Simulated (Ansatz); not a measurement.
Take GeS (space group Pnma, No. 62; a = 10.097 Å, b = 3.644 Å, c = 4.019 Å; layered, stacked along the Cartesian x axis) as the base.

The values are results of PBEsol-D3(BJ) in Ansatz (plane waves to 420 eV, PAW, no spin-orbit coupling), not measurements.

For the base:

The gap between the host's bands is 0.56 eV.

It is then changed as follows: 1.48 holes added to each cell, a density of 1.0×10^22 cm⁻³, with a uniform compensating background at fixed cell and a 300 K Fermi–Dirac width.

Task: What happens to the gap between the host's bands?

Result: The gap between the host's bands grows by 0.19 eV, from 0.56 eV to 0.75 eV.

Task: What happens to the Fermi level from band edge?

Result: The Fermi level relative to the doped band's edge (positive inside the band; to 0.05 eV) is +0.60 eV.

Task: Estimate the effect on the largest internal atomic displacement.

Result: The largest internal atomic displacement amounts to 0.052 Å.

Charged cell with a jellium background: band edges are those of the host's band count, energies are not comparable with the neutral cell, and many-body gap narrowing is missing. Stability against distortions was not tested. The program warned that a D3 coordination switch lies within reach, so dispersion energies are less smooth here.

Ansatz is a program for electronic structure.
